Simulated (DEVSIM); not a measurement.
System: Schottky contact on n-type ZnO, at 300 K.

Layer 1 from the left is ZnO, thickness (μm) 2.20, Nd (cm⁻³) 2e16, τn (s) 1e-8, τp (s) 1e-8.

Left contact: Schottky, work function 5.67 eV, emission velocity 6.2e6 cm/s. Right contact: ohmic. Voltage is applied to the left contact. Recombination: SRH at mid-gap, radiative, Auger. Mobility is constant in doping.

This is a model device: material constants are rounded textbook-type values typed into the input, and sizes, dopings and lifetimes were drawn at random. Values at 300 K.

ZnO: gap (eV) 3.37, affinity (eV) 4.5, permittivity 8.7, Nc (cm⁻³) 3.7e18, Nv (cm⁻³) 1.8e19, μn (cm²/Vs) 200, μp (cm²/Vs) 20, B (cm³/s) 1e-10, Cn (cm⁶/s) 1e-31, Cp (cm⁶/s) 1e-31.

Simulated with DEVSIM: 1D drift-diffusion, Boltzmann statistics, complete ionisation; no tunnelling, impact ionisation, image-force lowering or self-heating. Metal contacts follow the ideal Schottky-Mott rule: no Fermi-level pinning, no interface dipoles.

Dark forward current:

```csv
|V| (V),|J| (A/cm²)
0.05,3.559e-13
0.10,2.798e-12
0.15,1.955e-11
0.20,1.345e-10
0.25,9.220e-10
0.30,6.314e-9
0.35,4.319e-8
0.40,2.950e-7
0.45,2.013e-6
0.50,1.370e-5
0.55,9.306e-5
0.60,0.0006300
0.65,0.004248
0.70,0.02847
0.75,0.1888
0.80,1.222
0.85,7.261
0.90,32.75
0.95,93.26
1.00,183.2
1.05,290.5
1.10,407.9
1.15,531.6
1.20,659.5
1.25,790.3
1.30,923.4
```

Task: Work out the local ideality factor n = ΔV / (kT/q · ln(J2/J1)) between the rows 0.15 and 0.20 V, 1.25 and 1.30 V.

Result: kT/q = 25.85 mV. From 0.15 to 0.20 V: ln(1.345e-10/1.955e-11) = 1.929, n = 1.00, near the 1 of diffusion or emission over a barrier. From 1.25 to 1.30 V: ln(923.4/790.3) = 0.156, n = 12.43; the layers' resistance at their doping, Σ W/(qμN) = 0.00034 Ω cm², would take 46 mV of this step of 50 mV.

Task: Estimate the current at 0.45 V for emission alone, J0 = q v N_band exp(−φB/kT), and read the barrier back from the simulated current.

Result: φB = 1.170 eV, N_band = 3.70e18 cm⁻³, J0 = 8.10e-14 A/cm²; J = J0 (exp(qV/kT) − 1) = 2.94e-6 A/cm². The simulation gives 2.01e-6 A/cm²; the estimate lies 46 % above. Read backwards, the simulated current gives an apparent barrier of 1.180 eV. The estimate leaves out transport through the depletion region and minority injection.
